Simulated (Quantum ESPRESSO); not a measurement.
# What a tighter setting buys: K_POINTS, Mg₁₄CuBi (Amm2, 16 atoms in the cell)

Cell: a = 10.1809 Å, b = 6.1852 Å, c = 6.1852 Å, α = 59.92°, β = 90.00°, γ = 90.00°.

Method of the run: PBEsol, SSSP 1.1.2 efficiency (PBE) pseudopotentials (plane waves; Quantum ESPRESSO).

Base settings: ecutwfc = 50 Ry; ecutrho = 400 Ry; occupations = smearing; smearing = cold; degauss = 0.0036749 Ry; input_dft = pbesol; potentials = {Mg: Mg.pbe-n-kjpaw_psl.0.3.0.UPF, Cu: Cu_pbe_v1.2.uspp.F.UPF, Bi: Bi_pbe_v1.uspp.F.UPF}; K_POINTS = automatic 3 4 4 0 0 0; conv_thr = 1e-10 Ry; mixing_beta = 0.7.

Misses are taken against the tightest run, automatic 5 8 8 0 0 0, which need not be fully converged itself. The energy is the free energy per atom.

The count of work is k-points × plane waves × bands × iterations; it is no time, and leaves out set-up, grids and terms that scale otherwise. Core times come from one kind of shared machine and are given to one figure; runs under 30 s give none.

The starting cell comes from a database of computed structures (which also holds hypothetical and non-ambient phases and stackings), without a prior relaxation at this level. Its lattice was rescaled by a random factor within 2.5 % of one. Spin polarisation is off.

The runs (K_POINTS): automatic 1 1 1 0 0 0 | automatic 1 2 2 0 0 0 | automatic 2 3 3 0 0 0 | automatic 2 4 4 0 0 0 | automatic 3 4 4 0 0 0 | automatic 3 5 5 0 0 0 | automatic 3 6 6 0 0 0 | automatic 4 7 7 0 0 0 | automatic 5 8 8 0 0 0.

### Question
Which is the coarsest setting among those run that, with all tighter ones, holds the energy within 20 meV/atom of the reference, and what does it save?

### Answer
automatic 2 3 3 0 0 0, off by 13 meV/atom; it needs 0.11 of the reference's count of work and about 0.2 of the reference's time.

### Question
Which is the coarsest setting among those run that, with all tighter ones, holds the energy within 10 meV/atom of the reference, and what does it save?

### Answer
automatic 2 4 4 0 0 0, off by 8.7 meV/atom; it needs 0.20 of the reference's count of work and about 0.3 of the reference's time.

### Question
For at most 0.05 times the reference's count of work, which run misses the energy least?

### Answer
automatic 1 2 2 0 0 0, with a miss of 32 meV/atom at a count of 0.045.

### Question
What does the step from automatic 1 2 2 0 0 0 to automatic 3 5 5 0 0 0 buy?

### Answer
It takes the miss in the energy from 32 to 4.7 meV/atom, for 5.3 times the count of work and roughly 2 times the time.

| K_POINTS | energy less reference (meV/atom) | largest difference in the force on any atom (eV/Å) | count of work / reference | core time / reference (rough) |
|---|---|---|---|---|
| automatic 1 1 1 0 0 0 | 351.19 | 0.265 | 0.024 | 0.2 |
| automatic 1 2 2 0 0 0 | -32.24 | 0.268 | 0.045 | 0.1 |
| automatic 2 3 3 0 0 0 | 13.30 | 0.143 | 0.11 | 0.2 |
| automatic 2 4 4 0 0 0 | -8.65 | 0.097 | 0.20 | 0.3 |
| automatic 3 4 4 0 0 0 | -2.02 | 0.097 | 0.21 | 0.3 |
| automatic 3 5 5 0 0 0 | 4.68 | 0.048 | 0.24 | 0.3 |
| automatic 3 6 6 0 0 0 | -1.23 | 0.024 | 0.39 | 0.4 |
| automatic 4 7 7 0 0 0 | 3.00 | 0.040 | 0.72 | 0.8 |
| automatic 5 8 8 0 0 0 | 0.00 | 0.000 | 1.0 | 1 |
